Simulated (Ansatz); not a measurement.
# Response to strain in HfO2

Take HfO2 in the fluorite structure (space group Fm-3m, No. 225) as the base.

```xyz
3
Lattice="0.0000 2.5292 2.5292 2.5292 0.0000 2.5292 2.5292 2.5292 0.0000" Properties=species:S:1:pos:R:3 pbc="T T T"
Hf     0.0000     0.0000     0.0000
O      1.2646     1.2646     1.2646
O      3.7938     3.7938     3.7938
```

Strains are applied to the cell and any free atomic positions relax.

Computed with Ansatz (an electronic-structure program), r2SCAN, PAW, cutoff 500 eV, spin-orbit coupling left out.

| isotropic strain (%) | band gap (eV) |
|---|---|
| -3.94 | 4.61 |
| -1.78 | ? |
| 0 | 4.30 |
| 2.45 | 4.10 |

Task: Fit E_g = E₀ + Dε (ε in %) to the rows shown and predict the withheld row.

Result: Least squares on the printed values gives E₀ = 4.30 eV, D = -79.7 meV per % of strain (largest residual 0.00 eV); this predicts 4.44 eV, and the run gives 4.45 eV, in agreement.

Spin-orbit coupling, missing from the scalar runs, can matter with Hf. Stability against distortions was not tested. This is not the structure that HfO2 has at room temperature and ambient pressure.
